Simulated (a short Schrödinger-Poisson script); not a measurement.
## MOS inversion layer, SiO2 on p-type Si(100)

Structure: MOS inversion layer, SiO2 on p-type Si(100), at 400 K.

| layer | material | thickness (nm) | Na (cm⁻³) |
|---|---|---|---|
| 1 | SiO2 | 1 | - |
| 2 | Si | 200 | 4.7e18 |

The device is made up for the run: typed textbook-type constants, with dimensions and the other settings drawn at random. SiO2: permittivity 3.9, conduction-band edge (eV) 3.15, gap (eV) 9, electron mass (mₑ) 0.5. Si: permittivity 11.7, conduction-band edge (eV) 0, gap (eV) 1.124, Nv at 300 K (cm⁻³) 3.1e19.

Channel valleys (confinement mass, in-plane density-of-states mass, number): Δ2 0.916, 0.19, 2; Δ4 0.19, 0.417, 4. At the gate the conduction-band edge of layer 1 lies 3.61 eV − eVg above the Fermi level of the channel; the field vanishes at the back. Gaps are held at their typed values at every temperature. Mesh 0.03 nm at interfaces.

From a short Schrödinger-Poisson script (our own, NumPy): 1D Poisson equation in equilibrium, electrons quantum, Hartree (BenDaniel-Duke, 12 states a valley, the channel's in-plane mass for all, wave functions ending at the dielectric), parabolic valleys, classical holes, full ionisation, no traps, pinning or gate leakage.

```
Vg (V)  electrons (cm⁻²)  C (μF/cm²)  Δ2 E0 (meV)  Δ2 E1 (meV)  Δ4 E0 (meV)  Δ4 E1 (meV)
------  ----------------  ----------  -----------  -----------  -----------  -----------
0.5               1.69e7       0.600        443.8        564.8        555.4        742.5
0.6               1.51e8       0.575        367.4        493.8        484.0        681.1
0.7               1.40e9       0.555        290.1        421.4        411.3        617.6
0.8              1.32e10       0.568        212.2        348.3        337.7        552.6
0.9              1.12e11       0.799        137.6        278.0        267.2        489.8
1                5.80e11        1.45         79.3        224.0        213.2        441.5
1.1              1.53e12        1.94         43.0        191.8        181.1        413.3
1.2              2.75e12        2.18         19.0        171.8        161.4        396.3
1.3              4.11e12        2.31          0.9        157.6        147.7        384.7
1.4              5.55e12        2.39        -14.0        146.5        137.0        375.9
1.5              7.03e12        2.44        -27.0        137.3        128.2        368.8
```

Subbands count from the Fermi level.
